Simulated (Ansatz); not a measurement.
Reference: AgBr (Fm-3m), PBEsol, rigid bands (plane waves, PAW, scalar-relativistic; Ansatz, an electronic-structure program); axes and stresses refer to this cell.

```yaml
crystal:
  lattice:
    - [0.00000, 2.83730, 2.83730]
    - [2.83730, 0.00000, 2.83730]
    - [2.83730, 2.83730, 0.00000]
  atoms:
    - { symbol: Ag, position: [0.00000, 0.00000, 0.00000] }
    - { symbol: Br, position: [0.50000, 0.50000, 0.50000] }
```

The Seebeck coefficient, n-type 1e19 cm⁻³ comes out as -109 μV/K, the band gap is 0.50 eV and the Seebeck coefficient, p-type 1e19 cm⁻³ is 506 μV/K.

Problem. Change: spin-orbit coupling switched on. What happens to Seebeck coefficient, n-type 1e19 cm⁻³, band gap, Seebeck coefficient, p-type 1e19 cm⁻³?

Solution. Seebeck coefficient, n-type 1e19 cm⁻³ moves little, to -109 μV/K; band gap drops to 0.42 eV; Seebeck coefficient, p-type 1e19 cm⁻³ decreases to 409 μV/K.

Seebeck coefficients are for the stated density at 300 K, with one relaxation time for all states and whether or not that doping can be reached. Spin-orbit coupling is left out unless a row names it; without it hole values are far off for these elements.
